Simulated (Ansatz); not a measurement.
The starting structures come from a database of crystals and need not be the phases stable at ambient conditions.

 Where the default PAW files enter, the runs use the earlier of Ansatz's two default sets.

The decay constant κ of evanescent states in the gap governs leakage through a thin film.

```
HgVO3
1.0
    3.58758    -0.01030     0.01129
    1.70265     8.50844     0.07620
    0.12330    -0.30329     4.87097
V Hg O
2 2 6
Direct
  0.32326   0.86407   0.37944
  0.67674   0.13593   0.62056
  0.85623   0.42568   0.18484
  0.14377   0.57432   0.81516
  0.39242   0.67219   0.48225
  0.60758   0.32781   0.51775
  0.34592   0.84664   0.04932
  0.65408   0.15336   0.95068
  0.79404   0.90998   0.48031
  0.20596   0.09002   0.51969
```

Space group of this cell: P-1. The cell was relaxed by PBE-D3(BJ); by r2SCAN its mean pressure is -2.3 GPa.

Transport runs along the normal of the first two printed cell vectors.

The gap is the functional's own, uncorrected, and κ follows it; spin-orbit coupling is left out. Mid-gap values are interpolated between the computed energies.

**Question.** Predict the band gap and the smallest decay constant κ at mid-gap from r2SCAN in Ansatz (an electronic-structure program).

**Answer.** Gap 2.25 eV on a 8×4×6 mesh; κ = 0.306 1/Å, at (0.000, 0.500) of the in-plane reciprocal vectors. At the zone centre, at the nearest computed energy, the slowest state has κ = 0.32 1/Å.
